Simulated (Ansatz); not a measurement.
**BeTe under a change: isotropic strain +0.41 %**

The reference is BeTe in the zinc blende structure (space group F-43m, No. 216; a = 5.6638 Å).

Modification: every lattice vector is stretched by 0.41 %, atoms relaxed at fixed cell.

The values are results of Ansatz (a quantum-chemistry and plane-wave program) PBE, no SOC, earlier PAW set, not measurements. Settings: 10×10×10 k-points, 0.05 eV Fermi–Dirac smearing.

The space group is still F-43m (No. 216) and the shortest interatomic distance grows by 0.0101 Å to 2.463 Å. The energy increases by 0.6 meV/atom and the pressure falls by 0.68 GPa to -0.67 GPa. The band gap increases by 0.03 eV, from 2.03 eV to 2.06 eV and the gap character remains indirect, Γ → X. The smallest direct gap falls by 0.03 eV, from 3.64 eV to 3.61 eV and the width of the top valence band drops by 0.06 eV (3.12 eV → 3.06 eV). The electron mass goes from 1.9 mₑ along k, 0.26 mₑ across (at X) to 2.0 mₑ along k, 0.26 mₑ across (at X) and the valley order (the lowest conduction-band minima on the path, energy above the VBM, named in the base's zone) changes from X along ⟨100⟩ 2.03 eV; L along ⟨111⟩ 3.04 eV to X along ⟨100⟩ 2.06 eV; L along ⟨111⟩ 3.01 eV.

With Te present, leaving out spin-orbit coupling can change the band edges. Effective masses come from finite differences of ±0.01 Å⁻¹. Along k means along the line from Γ to the band edge. Whether these cells are dynamically stable was not tested.
